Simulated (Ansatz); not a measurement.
**Response to strain in BeSe**

Base system: BeSe in the zinc blende structure (space group F-43m, No. 216).

```xyz
2
Lattice="0.0000 2.5408 2.5408 2.5408 0.0000 2.5408 2.5408 2.5408 0.0000" Properties=species:S:1:pos:R:3 pbc="T T T"
Be     0.0000     0.0000     0.0000
Se     1.2704     1.2704     1.2704
```

Cartesian axes are those of the cell as printed.

Strains are applied to the cell and any free atomic positions relax; under biaxial strain the out-of-plane vector relaxes too.

Calculations: DFT with LDA, PAW potentials and a 420 eV plane-wave cutoff in Ansatz (a quantum-chemistry and plane-wave program), no spin-orbit coupling.

| biaxial strain, plane normal [111], relaxed out of plane (%) | out-of-plane strain (%) |
|---|---|
| 0 | 0.00 |
| 0.42 | -0.18 |
| 0.83 | -0.34 |
| 1.25 | -0.52 |
| 1.67 | -0.69 |
| 2.08 | ? |
| 2.5 | -1.00 |

### Question
Fit ε⊥ = −νε + γε² (strains in %) to the rows shown and predict the withheld row.

### Answer
Least squares on the printed values gives ν = 0.43 (the biaxial Poisson response) and γ = 0.011 (largest residual 0.01 %); this predicts -0.84 %, and the run gives -0.84 %, in agreement.

Whether these cells are dynamically stable was not tested.
